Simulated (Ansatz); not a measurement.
Worked example: self-consistent single point of Fe2O3 (R-3c, 10 atoms in the cell) in Ansatz (an electronic-structure program).

Method: PBE+U (plane waves, PAW; Ansatz).

```
CELL_PARAMETERS angstrom
      2.40329     1.38754     4.37332
     -2.40329     1.38754     4.37332
      0.00000    -2.77509     4.37332
ATOMIC_POSITIONS crystal
  Fe 0.35216 0.35216 0.35216
  Fe 0.14784 0.14784 0.14784
  Fe 0.64784 0.64784 0.64784
  Fe 0.85216 0.85216 0.85216
  O  0.55610 0.94390 0.25000
  O  0.25000 0.55610 0.94390
  O  0.94390 0.25000 0.55610
  O  0.44390 0.05610 0.75000
  O  0.75000 0.44390 0.05610
  O  0.05610 0.75000 0.44390
```
Moments meant for the start (each program seeds them in its own way; μB, in the order of the atoms Fe Fe Fe Fe O O O O O O): 4.0 4.0 4.0 4.0 0.0 0.0 0.0 0.0 0.0 0.0.

Reference input (self-consistent single point, DFT, PBE+U, plane waves, default PAW files): basis.ecutwfc = 420 eV; kpoints.mp_grid.grid = 5 5 5; hamiltonian.xc = pbe; hamiltonian.pseudopotentials = {kind: paw} (the program's default PAW files); hamiltonian.hubbard.sites = [{species: Fe, l: d, u_eff: 5.3}] eV; magnetization.spin_polarized = true; scf.occupations.method = cold; scf.occupations.width = 0.2 eV. This run's input differs from it in these lines:

Ansatz 0.2 input:
```diff
@@ -18,3 +18,3 @@
 basis:
-  ecutwfc: 420.0
+  ecutwfc: 250.0
 kpoints:
```

The program printed (abridged):

```
SCF iter   1: F=—  HF=-21290.033987 eV  |F-HF|=—  |Δ(HF+E_count)|=         —  Δρ=8.35e-2 (↑8.35e-2 ↓6.10e-2)  dr2=4.37e0  dr2_m=2.50e0  M=17.946 μB ∫|m|=17.946 μB  β_m=1.00  ethr=3.10e-3  ⟨swp⟩=4.9  Hψ=8063  notcnv=0  defer=80
all-band conjugate gradients solve this SCF's bands
preconditioner: auto → Kerker (q_TF=auto, 2.790 Å⁻¹)
spin=Collinear: Kerker preconditioning applied to the charge; magnetization (m = ρ↑ − ρ↓) channel mixes plain (no charge-response kernel on spin).
   [... lines left out ...]
SCF iter  19: F=—  HF=-21290.654531 eV  |F-HF|=—  |Δ(HF+E_count)|=   4.00e-7  S|Δr|=   3.96e-9  Δρ=2.06e-5 (↑2.06e-5 ↓1.27e-5)  dr2=3.49e-7  dr2_m=2.79e-8  M=20.000 μB ∫|m|=20.000 μB  β_m=0.86  ethr=1.27e-11  ⟨swp⟩=3.8  Hψ=6246  notcnv=0
SCF iter  20: F=-21290.654531 eV  HF=-21290.654531 eV  |F-HF|=1.33e-8  |Δ(HF+E_count)|=   1.41e-7  S|Δr|=   7.78e-9  Δρ=4.03e-6 (↑2.92e-6 ↓4.03e-6)  dr2=4.32e-8  dr2_m=2.40e-9  M=20.000 μB ∫|m|=20.000 μB  ethr=1.27e-11  ⟨swp⟩=2.7  Hψ=8812  notcnv=0
SCF 1 converged in 20 iterations: F = -21290.654531 eV  dr2 = 4.32e-8
WARN: an SCF from antiferromagnetic starting moments (-4.25, 4.25, -4.25, 4.25, 0.00, 0.00, 0.00, 0.00, 0.00, 0.00 Bohr magnetons, atom by atom) was not made, …
   [... lines left out ...]
Absolute magnetization: 20.0000 μB (∫|ρ↑−ρ↓|, with the PAW one-centre terms)
Free energy (F): -21290.654531 eV
Fermi energy:    14.607338 eV
Smearing:        width narrowed from 0.2000 eV (input) to 0.0899 eV after iteration 17, whose occupations did not sum to the number of electrons (Fermi level …
   [... lines left out ...]
--- Stress (GPa, compression-positive) ---
       60.825650       0.000000       0.000000
        0.000000      60.825650       0.000000
        0.000000       0.000000      52.327923
  P = ⅓ Tr σ = 57.9931 GPa (579.931 kbar)
  The stress holds the Pulay correction. Without it, at fixed plane waves, as pw.x and ABINIT print it: P = -138.7249 GPa
Occupation matrices written to occupation_matrices
```

The run converged in 20 iterations. 

The starting cell was generated: these elements placed on a structure prototype, without a prior relaxation; it need not be a known phase or ordering of this composition. Its lattice was rescaled by a random factor within 2.5 % of one. The magnetic order is the one reached from the typed start; others were not searched systematically. With U or open f shells several self-consistent states can exist. The program warned that, by what it read of turns of the moments, another magnetic order lies lower. Ansatz's pressure includes its estimate of the finite-basis (Pulay) stress. Without the estimate this run gives -138.72 GPa. The cutoff lies below the one recommended for these files.

These are the values that this program gave, and no reference: magnets with a U can end in a higher state.
